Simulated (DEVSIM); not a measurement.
Device: Ni/SiO2/p-Si capacitor, at 400 K.

```csv
layer (left to right),material,thickness (nm),Na (cm⁻³)
1,SiO2,14.0,-
2,Si,4300,1.8e16
```

Metal gate on the left, work function 5.1 eV. Fixed charge at the semiconductor interface 0 cm⁻² (in units of +e); interface traps 5.5e10 cm⁻² eV⁻¹, uniform in energy, neutral level at 0.5 of the gap above the valence band.

The device is made up for the run: typed textbook-type constants, with dimensions and the other settings drawn at random. Values at 300 K; Nc and Nv go as T^1.5, mobilities as T to minus their exponent, the gap by Varshni's rule with the affinity fixed.

```csv
parameter,SiO2,Si
gap (eV),9,1.124
affinity (eV),0.9,4.05
permittivity,3.9,11.7
Nc (cm⁻³),-,2.86e19
Nv (cm⁻³),-,3.1e19
Varshni α (eV/K),-,0.000473
Varshni β (K),-,636
```

DEVSIM, 1D Poisson equation in equilibrium, Boltzmann statistics, complete ionisation; no quantum confinement or tunnelling. Metal contacts follow the ideal Schottky-Mott rule: no Fermi-level pinning, no interface dipoles.

The interface trap density was swept, all else fixed.

```json
[
 {"interface trap density (cm^-2 eV^-1)": "0", "minimum of the low-frequency capacitance (μF/cm²)": "0.0503", "threshold voltage (band bending 2φF) (V)": "1.01", "flat-band voltage (V)": "0.23"},
 {"interface trap density (cm^-2 eV^-1)": "1e10", "minimum of the low-frequency capacitance (μF/cm²)": "0.0513", "threshold voltage (band bending 2φF) (V)": "1.02", "flat-band voltage (V)": "0.22"},
 {"interface trap density (cm^-2 eV^-1)": "5.5e10", "minimum of the low-frequency capacitance (μF/cm²)": "0.0556", "threshold voltage (band bending 2φF) (V)": "1.02", "flat-band voltage (V)": "0.22"},
 {"interface trap density (cm^-2 eV^-1)": "1e11", "minimum of the low-frequency capacitance (μF/cm²)": "0.0597", "threshold voltage (band bending 2φF) (V)": "1.03", "flat-band voltage (V)": "0.21"},
 {"interface trap density (cm^-2 eV^-1)": "3e11", "minimum of the low-frequency capacitance (μF/cm²)": "0.0764", "threshold voltage (band bending 2φF) (V)": "1.07", "flat-band voltage (V)": "0.17"},
 {"interface trap density (cm^-2 eV^-1)": "1e12", "minimum of the low-frequency capacitance (μF/cm²)": "0.117", "threshold voltage (band bending 2φF) (V)": "1.20", "flat-band voltage (V)": "0.05"},
 {"interface trap density (cm^-2 eV^-1)": "2e12", "minimum of the low-frequency capacitance (μF/cm²)": "…", "threshold voltage (band bending 2φF) (V)": "…", "flat-band voltage (V)": "-0.13"}
]
```

Task: What belongs in the gaps?

Result: 
- 2e12, minimum of the low-frequency capacitance (μF/cm²): 0.150
- 2e12, threshold voltage (band bending 2φF) (V): 1.38
